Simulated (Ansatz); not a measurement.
# SiO2 in the rutile structure (space group P4_2/mnm, No. 136)

```cif
data_O4Si2
_chemical_formula_sum 'Si2 O4'
_space_group_name_H-M_alt 'P 1'
_space_group_IT_number 1
_cell_length_a 4.23617
_cell_length_b 4.23617
_cell_length_c 2.69043
_cell_angle_alpha 90.000
_cell_angle_beta 90.000
_cell_angle_gamma 90.000
loop_
_space_group_symop_operation_xyz
  'x, y, z'
loop_
_atom_site_label
_atom_site_type_symbol
_atom_site_fract_x
_atom_site_fract_y
_atom_site_fract_z
_atom_site_occupancy
Si1 Si 0.00000 0.00000 0.00000 1
Si2 Si 0.50000 0.50000 0.50000 1
O1 O 0.30699 0.30699 0.00000 1
O2 O 0.80699 0.19301 0.50000 1
O3 O 0.19301 0.80699 0.50000 1
O4 O 0.69301 0.69301 0.00000 1
```

All numbers come from Kohn–Sham DFT with the PBE functional, run in Ansatz (an electronic-structure program) with PAW and 420 eV plane waves, without spin-orbit coupling. Settings: 8×8×12 k-points, 0.05 eV Fermi–Dirac smearing.

- Volume per atom: 8.05 Å³
- Density: 4.13 g/cm³
- Band gap: 5.04 eV, direct at Γ
- Electron mass: 0.36 mₑ along c, 0.45 mₑ across
- Hole mass: 1.9 mₑ along c, 1.1 mₑ across
- Lowest conduction-band minima above the VBM: Γ 5.04 eV
- Total energy: -591.170 eV/atom (σ→0; compares only within this code and set-up)

Effective masses come from finite differences of ±0.01 Å⁻¹. No phonon test of stability was made.
